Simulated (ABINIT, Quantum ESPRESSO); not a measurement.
A Quantum ESPRESSO input for a self-consistent single point of BiPt (P6_3/mmc, 4 atoms in the cell) (DFT, LDA (PW92), plane waves, PseudoDojo standard norm-conserving (LDA) pseudopotentials):

```fortran
&CONTROL
  calculation = 'scf'
  prefix = 'BiPt'
  outdir = './tmp'
  pseudo_dir = './'
  tprnfor = .true.
  tstress = .true.
/
&SYSTEM
  ibrav = 0
  nat = 4
  ntyp = 2
  ecutwfc = 85
  occupations = 'smearing'
  smearing = 'fermi-dirac'
  degauss = 0.0073499
/
&ELECTRONS
  conv_thr = 1.0d-9
/
ATOMIC_SPECIES
Bi   208.9804  Bi.upf
Pt   195.0840  Pt.upf
ATOMIC_POSITIONS {crystal}
Bi    0.3333333333    0.6666666667    0.2500000000
Bi    0.6666666667    0.3333333333    0.7500000000
Pt    0.0000000000    0.0000000000    0.5000000000
Pt    0.0000000000    0.0000000000    0.0000000000
K_POINTS {automatic}
7 7 5  0 0 0
CELL_PARAMETERS {angstrom}
   4.3967616615     0.0000000000     0.0000000000
  -2.1983808307     3.8077072932     0.0000000000
   0.0000000000     0.0000000000     5.5524730000
```

### Question
Give the ABINIT input for the same structure, mesh, smearing and functional.

### Answer
One input that does it (others would too):

```
# BiPt, JTH v2.0 LDA PAW
pp_dirpath "./"
pseudos "Bi.LDA_PW-JTH.xml, Pt.LDA_PW-JTH.xml"
acell 4.3967616614 4.3967616614 5.5524730000 Angstrom
rprim
         1.0000000000    0.0000000179    0.0000000000
        -0.5000000155    0.8660253949    0.0000000000
         0.0000000000    0.0000000000    1.0000000000
natom 4
ntypat 2
znucl 83 78
typat 1 1 2 2
xcart
        -0.0000000857    4.7970159646    2.6231633211
         4.1543376448    2.3985080565    7.8694899633
         0.0000000000    0.0000000000    5.2463266422
         0.0000000000    0.0000000000    0.0000000000
ecut 21 Ha
pawecutdg 42 Ha
pawxcdev 0
occopt 3
tsmear 0.00367493
nband 33
kptopt 1
ngkpt 7 7 5
nshiftk 1
shiftk 0 0 0
nstep 60
tolvrs 1.0e-11
prtwf 0
prtden 0
enunit 1
```

Basis, cutoffs, solver keys and any potentials are the target program's own. This input uses DFT, LDA (PW92), plane waves, PAW (JTH v2.0 LDA PAW). LDA parametrisations can differ slightly between programs. Both were run: pressure -6.02 GPa in Quantum ESPRESSO and -6.04 in ABINIT.

On ABINIT: the starting cell comes from a database of computed structures (which also holds hypothetical and non-ambient phases and stackings), without a prior relaxation at this level. Its lattice was rescaled by a random factor within 2.5 % of one. Spin polarisation is off. With a pressure of about -6 GPa the cell is away from its equilibrium volume at this level.

On Quantum ESPRESSO: the starting cell comes from a database of computed structures (which also holds hypothetical and non-ambient phases and stackings), without a prior relaxation at this level. Its lattice was rescaled by a random factor within 2.5 % of one. Spin polarisation is off. With a pressure of about -6 GPa the cell is away from its equilibrium volume at this level.
